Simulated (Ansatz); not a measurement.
**A computed series for KTaO3: response to strain**

Start from KTaO3 in the cubic perovskite structure (space group Pm-3m, No. 221).

```
CELL_PARAMETERS angstrom
      3.98530     0.00000     0.00000
      0.00000     3.98530     0.00000
      0.00000     0.00000     3.98530
ATOMIC_POSITIONS crystal
  K  0.00000 0.00000 0.00000
  Ta 0.50000 0.50000 0.50000
  O  0.50000 0.00000 0.50000
  O  0.00000 0.50000 0.50000
  O  0.50000 0.50000 0.00000
```

Strains are applied to the cell and any free atomic positions relax.

Method: PBEsol (Ansatz, a program for electronic structure, PAW, scalar-relativistic without spin-orbit coupling).

| case | pressure | smallest direct gap | shortest interatomic distance |
|---|---|---|---|
| base | 0.00 GPa | 2.75 eV | 1.993 Å |
| isotropic strain −3.00 % | 22.69 GPa | 2.85 eV | 1.933 Å |
| isotropic strain −2.40 % | 17.38 GPa | 2.84 eV | 1.945 Å |
| isotropic strain −1.20 % | 7.96 GPa | 2.80 eV | 1.969 Å |
| isotropic strain −0.60 % | 3.81 GPa | 2.77 eV | 1.981 Å |

With Ta present, leaving out spin-orbit coupling can change the band edges. Stability against distortions was not tested.
